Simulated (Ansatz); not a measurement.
Functionals compared on the (111)A surface of zinc-blende GaAs, Ga-terminated, 2x2 Ga vacancy (bottom of the slab: 3 H on 4 bottom sites), in Ansatz (plane waves, PAW). The structure was relaxed with PBE; the other rows are single points on it. Cutoff 420 eV (500 eV for r2SCAN).

Slab: 34 atoms, 12.3 Å thick at the start with caps and adatoms (thin: gaps and levels are the slab's own); k 3x3x1, smearing 0.025 eV, dipole-corrected; 8 atoms held, the rest relaxed; start symmetry kept, larger cells not searched; no spin, no spin-orbit, no U. It is one candidate, not shown to be the stable structure of the face. These notes are the PBE run's.

```
functional  gap of the slab on its k-mesh (eV)  highest filled level below the top vacuum level (eV)         rough cost of the single point
----------  ----------------------------------  ----------------------------------------------------  -------------------------------------
PBE                                       0.57                                                  4.36                                      –
r2SCAN                              (withheld)                                            (withheld)  about 7 core-minutes (a rough figure)
```

Q: What belongs in the gaps?

A: 
- r2SCAN, gap of the slab on its k-mesh (eV): 0.90
- r2SCAN, highest filled level below the top vacuum level (eV): 4.54

Ansatz is a program for electronic structure.
